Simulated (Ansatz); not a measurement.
We look at the energy of the reaction as written. Reaction: 3 cell B → cell A. The sign is products less reactants.

Cell A: a sheet of composition Ru3, 3 atoms, hexagonal cell of 4.79 Å (19.9 Å²), symmetry P6/mmm, 0.0 Å thick under 16 Å of vacuum, in-plane vectors relaxed; planes from bottom to top: Ru3, all atoms in one plane; a model cell; spin state with PBE: parallel moments, net moment 1.3 μB a cell, k-point mesh 18×18×1.
```
Ru
1.0
    4.79204     0.00000     0.00000
   -2.39602     4.15003     0.00000
    0.00000     0.00000    16.00000
Ru
3
Direct
  0.50000   0.00000   0.50000
  0.00000   0.50000   0.50000
  0.50000   0.50000   0.50000
```

Cell B: a sheet of composition Ru, 1 atom, hexagonal cell of 2.54 Å (5.6 Å²), symmetry P6/mmm, 0.0 Å thick under 16 Å of vacuum, in-plane vectors relaxed; planes from bottom to top: Ru; a model cell; spin state with PBE: net moment 1.0 μB a cell, k-point mesh 30×30×1.
```
CELL_PARAMETERS angstrom
      2.54226     0.00000     0.00000
     -1.27113     2.20167     0.00000
      0.00000     0.00000    16.00000
ATOMIC_POSITIONS crystal
  Ru 0.00000 0.00000 0.50000
```

All numbers come from Ansatz (an electronic-structure program), plane waves with PAW, its PAW set soft_1, cutoff 420 eV. The structures are at rest with PBE. Neutral cells; Fermi-Dirac smearing of at most 0.10 eV in the solids, energies taken to zero width. A dispersion term (D3(BJ), or D4 for r2SCAN) was computed beside these levels and is taken off wherever the name lacks it. Static lattices, no vibrational contributions. Spin states are those reached from the starting moments, not proven ground states. The cells' k-point meshes differ in density, so the last digit is unsettled. Small moments in a metal shrink under a smearing of 0.1 eV, so the spin state is less sure. Cell A has symmetry P6/mmm and got no random move, so less symmetric positions, which may lie lower, weren't tried. Cell B has symmetry P6/mmm and got no random move, so less symmetric positions, which may lie lower, weren't tried.

Problem. What value does PBE give?

Solution. 1.84 eV, for 3 cell B → cell A.
